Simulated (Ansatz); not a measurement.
Base system: CsPbCl$_{3}$ in the cubic perovskite structure (space group Pm-3m, No. 221; a = 5.521 Å). Axes: x, y, z lie along the cube axes.

Computed with Ansatz (a first-principles code), LDA, PAW, cutoff 420 eV, spin-orbit coupling left out.

Strains are applied to the cell and any free atomic positions relax.

One change was made to it. Results:

| quantity | base | after |
|---|---|---|
| electron mass | – | 0.10 mₑ along z, 0.76 mₑ across (at R) |
| band gap | 1.53 eV | 1.51 eV |
| energy relative to the base (free energy F) | 0 meV/atom | +3.9 meV/atom |

### Question
What was done to the base?
A) uniaxial strain ε_zz = +3.00 %
B) uniaxial strain ε_zz = +1.80 %
C) uniaxial strain ε_zz = +2.40 %

### Answer
C, uniaxial strain ε_zz = +2.40 %. For comparison, the energy relative to the base in the other runs: uniaxial strain ε_zz = +1.80 % gives +2.2 meV/atom; uniaxial strain ε_zz = +3.00 % gives +6.0 meV/atom.

With Pb present, leaving out spin-orbit coupling can change the band edges. Effective masses come from finite differences of ±0.01 Å⁻¹. Stability against distortions was not tested. Many cubic perovskites are stable only at high temperature; tilts and polar distortions were not tested. This is not the structure that CsPbCl3 has at room temperature and ambient pressure.
